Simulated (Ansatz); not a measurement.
The parent structure is WSe$_{2}$ in the 2H-MoS2 type structure (space group P6_3/mmc, No. 194; layered, stacked along the Cartesian z axis).

```
WSe2
1.0
    3.29952     0.00000     0.00000
   -1.64976     2.85747     0.00000
    0.00000     0.00000    13.14745
W Se
2 4
Cartesian
  0.00000   1.90498   3.28686
  1.64976   0.95249   9.86059
  0.00000   1.90498   8.19536
  1.64976   0.95249   1.62163
  1.64976   0.95249   4.95209
  0.00000   1.90498  11.52582
```

Cartesian axes are those of the cell as printed.

The values are results of r2SCAN+rVV10 in Ansatz (plane waves to 500 eV, PAW, no spin-orbit coupling), earlier PAW set, not measurements.

Strains are applied to the cell and any free atomic positions relax; under biaxial strain the out-of-plane vector relaxes too; under stress the whole cell relaxes.

One change was made to it. Results:

```json
[
 {"quantity": "band gap", "base": "1.12 eV", "after": "1.09 eV"},
 {"quantity": "width of the top valence band", "base": "1.58 eV", "after": "1.25 eV"}
]
```

Which of these changes matches the shifts?
A) isotropic strain +1.90 %
B) uniaxial stress, 0.5 GPa tension along z
C) uniaxial strain ε_zz = −1.06 %
D) isotropic strain +1.22 %
E) biaxial strain −4.25 %, plane normal [001], relaxed out of plane

E, biaxial strain −4.25 %, plane normal [001], relaxed out of plane. For comparison, the width of the top valence band in the other runs: isotropic strain +1.22 % gives 1.56 eV; uniaxial stress, 0.5 GPa tension along z gives 1.54 eV; uniaxial strain ε_zz = −1.06 % gives 1.62 eV; isotropic strain +1.90 % gives 1.55 eV.

Spin-orbit coupling, missing from the scalar runs, can matter with W. Stability under load was not tested beyond the relaxation.

Ansatz is a program for electronic structure.
